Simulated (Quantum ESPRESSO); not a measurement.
Quantum ESPRESSO run on Ta₂CN (I4_1/amd, 8 atoms in the cell): self-consistent single point.

Level of theory: LDA (PZ), GBRV 1.5 ultrasoft (LDA) pseudopotentials (plane waves; Quantum ESPRESSO).

```xyz
8
Lattice="-2.2483 2.2483 4.5374 2.2483 -2.2483 4.5374 2.2483 2.2483 -4.5374" Properties=species:S:1:pos:R:3 pbc="T T T"
Ta     0.0000     0.0000     6.8930
Ta     0.0000     2.2483     0.0868
Ta     0.0000     2.2483     4.4506
Ta     0.0000     0.0000     2.1819
C      0.0000     0.0000     0.0000
C      0.0000     2.2483     2.2687
N      0.0000     0.0000     4.5374
N      2.2483     0.0000     2.2687
```

Reference input (self-consistent single point, DFT, LDA (PZ), plane waves, GBRV 1.5 ultrasoft (LDA) pseudopotentials): ecutwfc = 40 Ry; ecutrho = 320 Ry; occupations = smearing; smearing = marzari-vanderbilt; degauss = 0.0036749 Ry; potentials = {Ta: ta_lda_v1.uspp.F.UPF, C: c_lda_v1.2.uspp.F.UPF, N: n_lda_v1.2.uspp.F.UPF}; K_POINTS = automatic 6 6 6 0 0 0; conv_thr = 1e-10 Ry; mixing_beta = 0.5. This run's input differs from it in these lines:

```diff
@@ -11,4 +11,4 @@
     ntyp = 3
-    ecutwfc = 40
-    ecutrho = 320
+    ecutwfc = 46
+    ecutrho = 368
     occupations = 'smearing'
```

Output (repeated stretches shortened):

```
     Self-consistent Calculation

     iteration #  1     ecut=    46.00 Ry     beta= 0.50

     negative rho (up, down):  3.780E-01 0.000E+00

     total energy              =    -630.68571048 Ry
     estimated scf accuracy    <       2.27617761 Ry

     iteration #  2     ecut=    46.00 Ry     beta= 0.50

     negative rho (up, down):  3.828E-01 0.000E+00

     total energy              =    -631.39740941 Ry
     estimated scf accuracy    <       0.96712905 Ry

     iteration #  3     ecut=    46.00 Ry     beta= 0.50

     negative rho (up, down):  3.864E-01 0.000E+00

     total energy              =    -631.54054779 Ry
     estimated scf accuracy    <       0.02583002 Ry

   [... 9 blocks of this kind left out ...]

     iteration # 13     ecut=    46.00 Ry     beta= 0.50

     negative rho (up, down):  3.906E-01 0.000E+00

     total energy              =    -631.55541433 Ry
     estimated scf accuracy    <          1.1E-09 Ry

     iteration # 14     ecut=    46.00 Ry     beta= 0.50

     negative rho (up, down):  3.906E-01 0.000E+00
     End of self-consistent calculation

     the Fermi energy is    19.3286 ev

!    total energy              =    -631.55541433 Ry
     estimated scf accuracy    <          3.6E-11 Ry
     smearing contrib. (-TS)   =      -0.00005010 Ry
     internal energy E=F+TS    =    -631.55536423 Ry

     convergence has been achieved in  14 iterations

     negative rho (up, down):  3.906E-01 0.000E+00

     Forces acting on atoms (cartesian axes, Ry/au):

     atom    1 type  1   force =     0.00000000    0.00000000    0.00367469
     atom    2 type  1   force =     0.00000000    0.00000000    0.00367469
     atom    3 type  1   force =    -0.00000000   -0.00000000   -0.00367469
     atom    4 type  1   force =    -0.00000000    0.00000000   -0.00367469
     atom    5 type  2   force =     0.00000000    0.00000000    0.00000000
   [... lines left out ...]
     Total force =     0.007349     Total SCF correction =     0.000005
   [... lines left out ...]

     negative rho (up, down):  3.906E-01 0.000E+00
          total   stress  (Ry/bohr**3)                   (kbar)     P=     -254.40
  -0.00178553  -0.00000000  -0.00000000         -262.66       -0.00       -0.00
  -0.00000000  -0.00178553  -0.00000000           -0.00     -262.66       -0.00
  -0.00000000  -0.00000000  -0.00161699           -0.00       -0.00     -237.87

   JOB DONE.
```

The run converged in 14 iterations. Against the reference run the free energy goes down by 18.2 meV/atom, the pressure goes from -26.33 to -25.44 GPa and the largest force moves little (0.095 to 0.094 eV/Å).

The starting cell comes from a database of computed structures (which also holds hypothetical and non-ambient phases and stackings), without a prior relaxation at this level. Its lattice was rescaled by a random factor within 2.5 % of one. Spin polarisation is off.

Cost on one core of a shared machine: roughly 2 min.
